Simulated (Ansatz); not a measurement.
Functionals compared on F on the 1x1 (10-10) surface of wurtzite ZnO (cut with top plane O + Zn), one in a 2x1 cell, started at the site 'hollow O', in Ansatz (plane waves, PAW). The structure was relaxed with PBE; the other rows are single points on it, each with its references at the same level. Cutoff 420 eV (500 eV for r2SCAN). The points keep PBE's geometry, so the relaxation of a polaron and the settling of charge on one site are left out.

Host crystal: wurtzite ZnO, with a band gap (PBE, scalar-relativistic without spin-orbit coupling).

Model: 33-atom slab, 9.4 Å thick at the start under the adsorbate (thin: gaps and levels are the slab's own), 3x4x1 mesh, Fermi-Dirac 0.01 eV, dipole correction, 16 atoms held, the rest relaxed; no symmetry held; spin-polarised, ending with about 0.5 μB a cell, a value that depends on the mesh; orders that need a larger cell were not tried, no spin-orbit, no U, no dispersion correction. The slab shows no gap over 0.04 eV on its mesh. At the end it is bonded to 2 Zn. In PBE it is, or lies within 0.03 eV of, the lowest of the starts that converged. These notes are the PBE run's. RPBE: The program's check for a lower electronic state was not made. r2SCAN: The program's check for a lower electronic state was not made. Adsorption energies are against ½ F2(g). A negative adsorption energy means that the adsorbate is more stable on the surface than in its reference.

```
functional  adsorption energy (eV)  work function of the top face (eV)  rough cost of the single point
----------  ----------------------  ----------------------------------  ------------------------------
PBE                          -1.54                                7.29                               –
RPBE                         -1.48                                7.13   around 5 core-minutes (rough)
r2SCAN                  (withheld)                          (withheld)         roughly 14 core-minutes
```

**Question.** What belongs in the gaps?

**Answer.** 
- r2SCAN, adsorption energy (eV): -1.64
- r2SCAN, work function of the top face (eV): 7.55

Ansatz is a first-principles code.
